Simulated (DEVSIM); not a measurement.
Device: abrupt Ge p-n junction, at 300 K.

Layer 1 from the left is Ge, thickness (μm) 3.20, Na (cm⁻³) 5.4e17, τn (s) 0.00028, τp (s) 0.00028. Layer 2 from the left is Ge, thickness (μm) 0.480, Nd (cm⁻³) 1.1e14, τn (s) 0.00028, τp (s) 0.00028.

Left contact: ohmic. Right contact: ohmic. Voltage is applied to the left contact. Recombination: SRH at mid-gap. Mobility is μmin + (μ − μmin)/(1 + (N/Nref)^α).

This is a model device: material constants are rounded textbook-type values typed into the input, and sizes, dopings and lifetimes were drawn at random. Values at 300 K.

Ge: gap (eV) 0.664, affinity (eV) 4, permittivity 16, Nc (cm⁻³) 1.04e19, Nv (cm⁻³) 6e18, μn (cm²/Vs) 3900, μp (cm²/Vs) 1900, μn,min 150, μp,min 100, Nref,n 2.6e17, Nref,p 4e17, αn 0.56, αp 0.6.

Simulated with DEVSIM: 1D drift-diffusion, Boltzmann statistics, complete ionisation; no tunnelling, impact ionisation, image-force lowering or self-heating.

**Question.** What does the simulation give for the potential step across the device at zero bias, the dark forward voltage at 100 A/cm², the largest field in the device at zero bias?

**Answer.** potential step across the device at zero bias 0.306 V; dark forward voltage at 100 A/cm² 0.106 V; largest field in the device at zero bias 34000 V/cm.
